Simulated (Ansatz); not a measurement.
Given:

```
CELL_PARAMETERS angstrom
      3.58714     0.00000     0.00000
      1.79357     3.10656     0.00000
      0.00000     0.00000    29.01302
ATOMIC_POSITIONS crystal
  S  0.66667 0.66667 0.25819
  Zr 0.00000 0.00000 0.30867
  S  0.33333 0.33333 0.35915
  S  0.66667 0.66667 0.44960
  Zr 0.00000 0.00000 0.50000
  S  0.33333 0.33333 0.55040
  S  0.66667 0.66667 0.64085
  Zr 0.00000 0.00000 0.69133
  S  0.33333 0.33333 0.74181
```

No spin polarisation.

A single point on ZrS2 with a change (3 layers), its geometry relaxed with PBEsol-D3(BJ).

Computed with r2SCAN/PAW in Ansatz (an electronic-structure program), no spin-orbit coupling. Γ-centred 11×11×1 mesh, Fermi–Dirac width 0.05 eV. The cell is a slab with vacuum along z.

**Question.** What band gap does the calculation give?

**Answer.** 1.13 eV.

**Question.** What gap character does the calculation give?

**Answer.** Indirect, k = (0, 0.091, 0) in the run's primitive reciprocal basis → M.

**Question.** What is the computed smallest direct gap?

**Answer.** 1.92 eV.

**Question.** Estimate the width of the top valence band.

**Answer.** 1.50 eV.

Single points use the geometry relaxed with PBEsol-D3(BJ). Stability against distortions was not tested. The cell was made from ZrS$_{2}$ in the CdI2 type structure (space group P-3m1, No. 164; layered, stacked along the Cartesian z axis) by this change: a free-standing slab of 3 layers (9 atoms, 3 a layer) is cut normal to the stacking axis, with 15 Å of vacuum and the in-plane cell relaxed.
